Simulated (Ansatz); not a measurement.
Input and output of a self-consistent single point for BaNi2P4 (I4/mmm, 7 atoms in the cell) (Ansatz, a first-principles code).

Level of theory: LDA (PW92), PAW files made with PBE (plane waves; Ansatz).

The change in words: lattice scaled by 0.98. Reference geometry:
```xyz
7
Lattice="-3.2657 3.2657 2.8824 3.2657 -3.2657 2.8824 3.2657 3.2657 -2.8824" Properties=species:S:1:pos:R:3 pbc="T T T"
Ba     0.0000     0.0000     0.0000
Ni     3.2657     0.0000     1.4412
Ni     0.0000     3.2657     1.4412
P      0.0000     1.5861     2.8824
P      3.2657     1.6795     0.0000
P      1.6795     3.2657     0.0000
P      1.5861     0.0000     2.8824
```

Reference input (self-consistent single point, DFT, LDA (PW92), plane waves, PAW files made with PBE): basis.ecutwfc = 30.9 Ry; kpoints.mp_grid.grid = 7 7 7; hamiltonian.xc = lda; hamiltonian.pseudopotentials = {kind: paw} (the program's default PAW files); scf.occupations.method = fermi_dirac; scf.occupations.width = 0.01 Ry. This run's input differs from it in these lines:

```diff
@@ -2,5 +2,5 @@
   lattice:
-    - [-3.265690, 3.265690, 2.882425]
-    - [3.265690, -3.265690, 2.882425]
-    - [3.265690, 3.265690, -2.882425]
+    - [-3.200376, 3.200376, 2.824776]
+    - [3.200376, -3.200376, 2.824776]
+    - [3.200376, 3.200376, -2.824776]
   atoms:
```

Output, abridged:

```
SCF iter   1: F=—  HF=-20237.297220 eV  |F-HF|=—  |Δ(HF+E_count)|=         —  Δρ=5.62e-2  dr2=5.57e0  ethr=3.10e-3  ⟨swp⟩=10.9  Hψ=8835  notcnv=0
all-band conjugate gradients solve this SCF's bands
preconditioner: auto → Kerker (q_TF=auto, 2.485 Å⁻¹)
SCF iter   2: F=—  HF=-20236.429667 eV  |F-HF|=—  |Δ(HF+E_count)|=   8.68e-1  Δρ=2.81e-2  dr2=1.72e0  ethr=3.10e-3  ⟨swp⟩=3.4  Hψ=2582  notcnv=0
   [... lines left out ...]
SCF iter   7: F=—  HF=-20235.853759 eV  |F-HF|=—  |Δ(HF+E_count)|=   1.70e-4  Δρ=9.91e-5  dr2=1.44e-5  ethr=1.18e-6  ⟨swp⟩=2.1  Hψ=2538  notcnv=0
SCF iter   8: F=—  HF=-20235.853778 eV  |F-HF|=—  |Δ(HF+E_count)|=   1.82e-5  Δρ=5.39e-5  dr2=3.95e-6  ethr=2.18e-8  ⟨swp⟩=2.1  Hψ=3002  notcnv=0
SCF iter   9: F=—  HF=-20235.853777 eV  |F-HF|=—  |Δ(HF+E_count)|=   5.50e-7  Δρ=9.51e-6  dr2=1.57e-7  ethr=5.99e-9  ⟨swp⟩=2.0  Hψ=1897  notcnv=0
SCF iter  10: F=-20235.853777 eV  HF=-20235.853777 eV  |F-HF|=5.12e-9  |Δ(HF+E_count)|=   3.21e-8  Δρ=3.00e-6  dr2=1.05e-8  ethr=1.52e-10  ⟨swp⟩=10.2  Hψ=9088  notcnv=0
SCF 1 converged in 10 iterations: F = -20235.853777 eV  dr2 = 1.05e-8
Free energy (F): -20235.853777 eV
Internal energy: -20235.701253 eV  (E = F + TS)
E sigma→0 (E₀):  -20235.777515 eV
Entropy (-TS):   -0.152524 eV (-21.789 meV/atom)
Fermi energy:    11.872307 eV
--- Forces (eV/Å), atoms counted from 1 ---
  atom   1  Ba     0.00000000     0.00000000    -0.00000000
  atom   2  Ni     0.00000000    -0.00000000     0.00000000
  atom   3  Ni     0.00000000    -0.00000000     0.00000000
  atom   4  P      0.00000000     0.25202920     0.00000000
  atom   5  P      0.00000000    -0.25202920    -0.00000000
  atom   6  P     -0.25202920     0.00000000     0.00000000
  atom   7  P      0.25202920    -0.00000000     0.00000000
--- Stress (GPa, compression-positive) ---
        2.302196      -0.000000       0.000000
       -0.000000       2.302196       0.000000
       -0.000000       0.000000       0.595720
  P = ⅓ Tr σ = 1.7334 GPa (17.334 kbar)
  The stress holds the Pulay correction. Without it, at fixed plane waves, as pw.x and ABINIT print it: P = 1.6869 GPa
```

The run converged in 10 iterations. Against the reference run the free energy goes down by 11.7 meV/atom, the pressure goes from -4.96 to 1.73 GPa and the largest force moves little (0.256 to 0.252 eV/Å).

The starting cell comes from a database of computed structures (which also holds hypothetical and non-ambient phases and stackings), without a prior relaxation at this level. For this run, on top of that: lattice scaled by 0.98. Spin polarisation is off, so a magnetic state, if there is one, cannot be reached. Ansatz's pressure includes its estimate of the finite-basis (Pulay) stress.

Keys are those of Ansatz 0.2.
